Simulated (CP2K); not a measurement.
A self-consistent single point of ZnS (P6_3mc, 8 atoms in the cell) with CP2K

Computed with PBE, GPW, DZVP-MOLOPT-SR-GTH basis, GTH-PBE potentials (GTH_POTENTIALS) run with CP2K.

This input was run:

```
&GLOBAL
  PROJECT run
  RUN_TYPE ENERGY_FORCE
  PRINT_LEVEL MEDIUM
&END GLOBAL
&FORCE_EVAL
  METHOD Quickstep
  STRESS_TENSOR ANALYTICAL
  &DFT
    BASIS_SET_FILE_NAME BASIS_MOLOPT
    POTENTIAL_FILE_NAME GTH_POTENTIALS
    &QS
      METHOD GPW
      EPS_DEFAULT 1E-10
    &END QS
    &MGRID
      CUTOFF 600
      REL_CUTOFF 40
      NGRIDS 5
    &END MGRID
    &SCF
      SCF_GUESS ATOMIC
      EPS_SCF 1E-6
      MAX_SCF 100
      ADDED_MOS 12
      &DIAGONALIZATION
        ALGORITHM STANDARD
      &END DIAGONALIZATION
      &MIXING
        METHOD BROYDEN_MIXING
        ALPHA 0.3
        NBUFFER 8
        BETA 1
      &END MIXING
    &END SCF
    &KPOINTS
      SCHEME MONKHORST-PACK 5 5 2
      GAMMA_CENTERED T
    &END KPOINTS
    &XC
      &XC_FUNCTIONAL PBE
      &END XC_FUNCTIONAL
    &END XC
    &PRINT
      &MO
        EIGENVALUES T
        OCCUPATION_NUMBERS T
        NDIGITS 8
        FILENAME mo
        &EACH
          QS_SCF 0
        &END EACH
        ADD_LAST NUMERIC
      &END MO
      &MULLIKEN ON
      &END MULLIKEN
    &END PRINT
  &END DFT
  &SUBSYS
    &CELL
      A 3.88474800 0.00000000 0.00000000
      B -1.94237400 3.36429000 0.00000000
      C 0.00000000 0.00000000 12.70040700
      PERIODIC XYZ
    &END CELL
    &COORD
      SCALED
      Zn       0.66666700     0.33333300     0.74993000
      Zn       0.33333300     0.66666700     0.24993000
      Zn       0.00000000     0.00000000     0.50000000
      Zn       0.00000000     0.00000000     0.00000000
      S        0.66666700     0.33333300     0.93773000
      S        0.33333300     0.66666700     0.43773000
      S        0.00000000     0.00000000     0.68734000
      S        0.00000000     0.00000000     0.18734000
    &END COORD
    &KIND Zn
      BASIS_SET DZVP-MOLOPT-SR-GTH
      POTENTIAL GTH-PBE-q12
    &END KIND
    &KIND S
      BASIS_SET DZVP-MOLOPT-SR-GTH
      POTENTIAL GTH-PBE-q6
    &END KIND
  &END SUBSYS
  &PRINT
    &FORCES ON
    &END FORCES
    &STRESS_TENSOR ON
    &END STRESS_TENSOR
  &END PRINT
&END FORCE_EVAL
```

The program printed (abridged):

```
 GLOBAL| Method name                                                        CP2K
 GLOBAL| Project name                                                        run
 GLOBAL| Run type                                                   ENERGY_FORCE

 CELL| Volume [angstrom^3]:                                           165.986939
 CELL| Vector a [angstrom]:       3.885     0.000     0.000   |a| =     3.884748
 CELL| Vector b [angstrom]:      -1.942     3.364     0.000   |b| =     3.884748
 CELL| Vector c [angstrom]:       0.000     0.000    12.700   |c| =    12.700407
 CELL| Angle (b,c), alpha [degree]:                                    90.000000
 CELL| Angle (a,c), beta  [degree]:                                    90.000000
 CELL| Angle (a,b), gamma [degree]:                                   120.000003
 CELL| Numerically orthorhombic:                                              NO
 CELL| Periodicity                                                           XYZ

 DFT| Spin restricted Kohn-Sham (RKS) calculation                            RKS
 DFT| Multiplicity                                                             1
 DFT| Number of spin states                                                    1
 DFT| Charge                                                                   0
 DFT| XC density smoothing                                                  NONE
 DFT| XC derivatives                                                          PW

 QS| Method:                                                                 GPW
 QS| Density plane wave grid type                        NON-SPHERICAL FULLSPACE
 QS| Number of grid levels:                                                    5
 QS| Density cutoff [a.u.]:                                                300.0
 QS| Multi grid cutoff [a.u.]: 1) grid level                               300.0
   [... lines left out ...]
 BRILLOUIN| Wavefunction type                                            COMPLEX
 BRILLOUIN| List of Kpoints [2 Pi/Bohr]                                       26
 BRILLOUIN| Number           Weight            X              Y              Z
 BRILLOUIN|     1           0.04000       -0.40000       -0.40000        0.00000
 BRILLOUIN|     2           0.04000       -0.40000       -0.40000        0.50000
 BRILLOUIN|     3           0.04000       -0.40000       -0.20000        0.00000
   [... 23 lines left out ...]
 *******************************************************************************

 Extrapolation method: initial_guess

 Re-scaling the density matrix to get the right number of electrons
                  # Electrons              Trace(P)               Scaling factor
                           72                72.000                        1.000

 Number of electrons:                                                         72
 Number of occupied orbitals:                                                 36
 Number of molecular orbitals:                                                48

 Number of orbital functions:                                                152
 Number of independent orbital functions:                                    152
 SCF WAVEFUNCTION OPTIMIZATION

  Step     Update method      Time    Convergence         Total energy    Change
     1 NoMix/Diag. 0.30E+00      -     1.62590448      -283.4135573663 -2.83E+02
     2 Broy./Diag. 0.30E+00      -     0.04584517      -282.7619569683  6.52E-01
     3 Broy./Diag. 0.30E+00      -     0.06974358      -282.8759523161 -1.14E-01
     4 Broy./Diag. 0.30E+00      -     0.01302781      -283.1383657180 -2.62E-01
     5 Broy./Diag. 0.30E+00      -     0.00207304      -283.2910077161 -1.53E-01
     6 Broy./Diag. 0.30E+00      -     0.00233961      -283.2394995966  5.15E-02
     7 Broy./Diag. 0.30E+00      -     0.00012823      -283.1948870995  4.46E-02
   [... 4 lines left out ...]
    12 Broy./Diag. 0.30E+00      -     0.00000590      -283.1943284314  7.33E-06
    13 Broy./Diag. 0.30E+00      -     0.00000198      -283.1943408169 -1.24E-05
    14 Broy./Diag. 0.30E+00      -     0.00000200      -283.1943414547 -6.38E-07
    15 Broy./Diag. 0.30E+00      -     0.00000129      -283.1943415783 -1.24E-07
    16 Broy./Diag. 0.30E+00      -     0.00000028      -283.1943413973  1.81E-07
  *** SCF run converged in    16 steps ***

  Electronic density on regular grids:        -71.9999999063        0.0000000937
  Core density on regular grids:               71.9999999928       -0.0000000072
  Total charge density on r-space grids:        0.0000000865
  Total charge density g-space grids:           0.0000000865

  Overlap energy of the core charge distribution:               0.00000000256172
  Self energy of the core charge distribution:               -415.31939091414665
  Core Hamiltonian energy:                                    123.45035055102059
  Hartree energy:                                              53.77825956117782
  Exchange-correlation energy:                                -45.10356059796059

  Total energy:                                              -283.19434139734710

                     Mulliken Population Analysis

 #  Atom  Element  Kind  Atomic population                           Net charge
       1     Zn       1         12.069733                             -0.069733
       2     Zn       1         12.069733                             -0.069733
       3     Zn       1         12.072331                             -0.072331
       4     Zn       1         12.072331                             -0.072331
       5     S        2          5.929806                              0.070194
       6     S        2          5.929806                              0.070194
       7     S        2          5.928130                              0.071870
       8     S        2          5.928130                              0.071870
 # Total charge                             72.000000                 -0.000000

 ENERGY| Total FORCE_EVAL ( QS ) energy [hartree]           -283.194340141585087

 FORCES| Atomic forces [hartree/bohr]
 FORCES|   Atom     x               y               z               |f|
 FORCES|      1 -3.45860041E-07  1.38025887E-07  1.28912369E-04   1.28912907E-04
 FORCES|      2  3.45859989E-07 -1.36835841E-07  1.28911579E-04   1.28912115E-04
 FORCES|      3 -3.08301586E-07  1.50581914E-07  1.45776063E-04   1.45776467E-04
 FORCES|      4  3.08301881E-07 -1.49137167E-07  1.45779601E-04   1.45780003E-04
 FORCES|      5 -5.96615315E-07  3.12851364E-07 -2.37729840E-04   2.37730795E-04
 FORCES|      6  5.96615252E-07 -3.15945790E-07 -2.37733607E-04   2.37734566E-04
 FORCES|      7  2.78456147E-07 -1.26534172E-07 -1.38797173E-04   1.38797510E-04
 FORCES|      8 -2.78456540E-07  1.26993321E-07 -1.38801630E-04   1.38801968E-04
 FORCES| Sum    -2.12420170E-13 -4.83246185E-13 -2.03682639E-04
 FORCES| Total atomic force                                       2.03682639E-04

 STRESS| Analytical stress tensor [bar]
 STRESS|                        x                   y                   z
 STRESS|      x       -1.56034463040E+04  -5.85408732802E+00   1.21944409660E-07
 STRESS|      y       -5.85408732802E+00  -1.56136824695E+04   6.72495391254E-04
 STRESS|      z        1.21944409660E-07   6.72495391254E-04  -1.67224153317E+04
 STRESS| 1/3 Trace                                            -1.59798480351E+04
```

The run converged in 16 iterations.

The starting cell comes from a database of computed structures (which also holds hypothetical and non-ambient phases and stackings), without a prior relaxation at this level. Its lattice was rescaled by a random factor within 2.5 % of one. Values carry the incompleteness of an atom-centred basis.

Cost on one core of a shared machine: roughly 70 s.
